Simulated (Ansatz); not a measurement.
Effective masses and thermopower of monolayer As

Given:

```
CELL_PARAMETERS angstrom
      3.57424     0.00000     0.00000
     -1.78712     3.09538     0.00000
      0.00000     0.00000    17.27314
ATOMIC_POSITIONS crystal
  As 0.66667 0.33333 0.53963
  As 0.33333 0.66667 0.46037
```

These are r2SCAN, rigid bands (plane waves, PAW, scalar-relativistic; Ansatz, a quantum-chemistry and plane-wave program) values and carry that method's errors. Condition of this run: functional r2SCAN. Geometry: cell and atoms relaxed with r2SCAN.

- band gap: 1.97 eV
- electron conductivity mass (300 K, dilute): 0.23 mₑ
- effective density of states N_c (300 K): 1.7e13 cm⁻²
- Seebeck coefficient, n-type 1.7e12 cm⁻², 300 K: -373 μV/K

Rigid bands; masses and Seebeck coefficients take one relaxation time τ for all states and one kind of carrier; polarons and phonon drag are left out. Spin-orbit coupling is left out.
